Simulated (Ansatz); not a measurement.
## ZrO2: pressure series

Consider ZrO$_{2}$ in the fluorite structure (space group Fm-3m, No. 225; a = 5.089 Å).

Cell and atoms are relaxed at each pressure.

All numbers come from Ansatz (an electronic-structure program), r2SCAN, PAW, cutoff 500 eV, no SOC.

Notes on the quantities. electron mass: degenerate bands, along [100].

```json
[
 {"case": "base", "electron mass": "0.53, 2.1 mₑ (at Γ)", "band gap": "3.89 eV", "lattice parameter a": "5.089 Å"},
 {"case": "pressure −2 GPa", "electron mass": "0.54, 2.1 mₑ (at Γ)", "band gap": "3.86 eV", "lattice parameter a": "5.103 Å"},
 {"case": "pressure −1 GPa", "electron mass": "0.54, 2.1 mₑ (at Γ)", "band gap": "…", "lattice parameter a": "5.096 Å"},
 {"case": "pressure 0.9 GPa", "electron mass": "0.53, 2.1 mₑ (at Γ)", "band gap": "3.90 eV", "lattice parameter a": "…"},
 {"case": "pressure 2.1 GPa", "electron mass": "0.53, 2.0 mₑ (at Γ)", "band gap": "3.91 eV", "lattice parameter a": "5.076 Å"},
 {"case": "pressure 4.5 GPa", "electron mass": "0.52, 2.0 mₑ (at Γ)", "band gap": "3.94 eV", "lattice parameter a": "5.061 Å"},
 {"case": "pressure 9 GPa", "electron mass": "0.51, 2.0 mₑ (at Γ)", "band gap": "3.99 eV", "lattice parameter a": "5.034 Å"},
 {"case": "pressure 15 GPa", "electron mass": "0.49, 2.0 mₑ (at Γ)", "band gap": "4.05 eV", "lattice parameter a": "5.001 Å"},
 {"case": "pressure 22.5 GPa", "electron mass": "0.47, 1.9 mₑ (at Γ)", "band gap": "4.11 eV", "lattice parameter a": "4.964 Å"},
 {"case": "pressure 30 GPa", "electron mass": "0.46, 1.9 mₑ (at Γ)", "band gap": "4.18 eV", "lattice parameter a": "…"}
]
```

Task: Some entries are withheld; estimate them.

Result: 
- pressure −1 GPa, band gap: 3.87 eV
- pressure 0.9 GPa, lattice parameter a: 5.083 Å
- pressure 30 GPa, lattice parameter a: 4.929 Å

Load acts through the strain it causes; cell and atoms are relaxed under it. Effective masses come from finite differences of ±0.01 Å⁻¹. Whether these cells are dynamically stable was not tested. No other phases were tried under pressure. This is not the structure that ZrO2 has at room temperature and ambient pressure.
